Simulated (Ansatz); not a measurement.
Cubic perovskite CsSnI3 (cubic high-temperature phase), treated with G0W0@PBEsol (plane waves, hard PAW, contour deformation; Ansatz, a program for electronic structure).

The same calculation (at the measured cell, 48.105 Å³/atom) with different numerical settings; throughout: k mesh 2×2×2:

| run | response cutoff (eV) | empty bands | quasiparticle gap on the mesh (eV) | quasiparticle gap at Γ (eV) |
|---|---|---|---|---|
| 1 | 70 | 588 | 0.680 | 4.804 |
| 2 | 105 | 1080 | 0.785 | 4.926 |
| 3 | 140 | 1662 | 0.834 | 4.969 |
| 4 | 175 | 2323 | 0.863 | 4.989 |
| 5 | 210 | 3053 | ___ | ___ |

Problem. What belongs in the gaps?

Solution. 
- 5, quasiparticle gap on the mesh (eV): 0.880
- 5, quasiparticle gap at Γ (eV): 5.000

In the column quasiparticle gap on the mesh (eV) the first row differs from the last by -0.200 and the next to last by -0.017.

The last row is no converged limit: other settings stay fixed.

Spin–orbit coupling is not included.

Note: filled d or f shells below the valence bands can shift G0W0 gaps through exchange with them, which wasn't tested here.
